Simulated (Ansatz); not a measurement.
Consider the following.

```yaml
crystal:
  lattice:
    - [0.00000, 1.91122, 1.91122]
    - [1.91122, 0.00000, 1.91122]
    - [1.91122, 1.91122, 0.00000]
  atoms:
    - { symbol: Ir, position: [0.00000, 0.00000, 0.00000] }
```

These are PBEsol, rigid bands (plane waves, PAW, scalar-relativistic; Ansatz, a program for electronic structure) values and carry that method's errors. Condition of this run: hydrostatic pressure 2 GPa (the target of the relaxation). Cell: cell and atoms relaxed with PBEsol, then loaded as said.

### Question
Predict the product ρ₀λ of resistivity and mean free path that follows from the Fermi surface's area.

### Answer
3.7 ×10⁻¹⁶ Ω·m².

### Question
And the Drude plasma energy and the root-mean-square Fermi velocity at 300 K?

### Answer
10.8 eV; 8.4e5 m/s.

A metal at this level (no band gap); rigid bands, thermally averaged at 300 K, both spins. Spin-orbit coupling is left out, which matters with elements this heavy. τ is one relaxation time for all states; the product of resistivity and mean free path takes one path for all states instead.
